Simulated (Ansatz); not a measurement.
Start from LiF in the rock salt structure (space group Fm-3m, No. 225; a = 4.008 Å).

All numbers come from PBEsol (Ansatz, a quantum-chemistry and plane-wave program, PAW, no spin-orbit coupling).

For the base:

| Item | Value |
|---|---|
| Gap between the host's bands | 9.05 eV |
| Gap character | direct at Γ |

One thing is altered: 0.0322 electrons added to each cell, a density of 2.0×10^21 cm⁻³, with a uniform compensating background at fixed cell and a 300 K Fermi–Dirac width.

Task: Predict the new gap between the host's bands.

Result: The gap between the host's bands drops by 0.06 eV, from 9.05 eV to 8.99 eV.

Task: What does the calculation give for the gap character after the change?

Result: The gap character remains direct at Γ.

Task: Predict the new Fermi level from band edge.

Result: The Fermi level relative to the doped band's edge (positive inside the band; to 0.05 eV) comes out as +0.60 eV.

Charged cell with a jellium background: band edges are those of the host's band count, energies are not comparable with the neutral cell, and many-body gap narrowing is missing. Whether these cells are dynamically stable was not tested.
